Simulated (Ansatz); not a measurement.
The reference is SiC in the zinc blende structure (space group F-43m, No. 216; a = 4.356 Å).

Method: r2SCAN (Ansatz, a quantum-chemistry and plane-wave program), no SOC.

Before the change:

| Quantity | Result |
|---|---|
| Electron mass | 0.64 mₑ along k, 0.23 mₑ across (at X) |
| Hole mass | 0.35, 0.57, 0.57 mₑ (at Γ) |
| Band gap | 1.71 eV |

Now apply this change: an isotropic linear strain of −3.00 %, atoms relaxed at fixed cell.

Question: How does this affect the electron mass?

Answer: The electron mass goes from 0.64 mₑ along k, 0.23 mₑ across (at X) to 0.62 mₑ along k, 0.22 mₑ across (at X).

Question: Estimate the effect on the hole mass.

Answer: The hole mass (degenerate bands, along [100]) goes from 0.35, 0.57, 0.57 mₑ (at Γ) to 0.40, 0.58, 0.58 mₑ (at Γ).

Question: Estimate the effect on the band gap.

Answer: The band gap decreases by 0.067 eV to 1.65 eV.

Effective masses come from finite differences of ±0.01 Å⁻¹. Along k means along the line from Γ to the band edge. Whether these cells are dynamically stable was not tested.
